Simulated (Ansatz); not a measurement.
Antifluorite Be2C, treated with RPBE (Ansatz, an electronic-structure program, plane waves, PAW).

Numerical settings: plane-wave cutoff 520 eV, 14×14×14 k mesh, Fermi–Dirac smearing 0.01 eV, scalar-relativistic PAW data made under PBE.

Properties against volume:

```
V (Å³/atom)  P (GPa)  direct gap at Γ (eV)  smallest gap on the k mesh (eV)
-----------  -------  --------------------  -------------------------------
6.486          13.43                 4.275                            1.175
6.624           8.55                 4.234                            1.167
6.762           4.10                 4.195                            1.159
6.900           0.03                 4.156                            1.151
7.038          -3.69                 4.118                            1.143
7.176          -7.09                 4.080                            1.135
7.314         -10.19                 4.043                            1.127
```

The fundamental gap (1.15 eV at the equilibrium volume, with added k points) lies elsewhere than Γ–Γ.
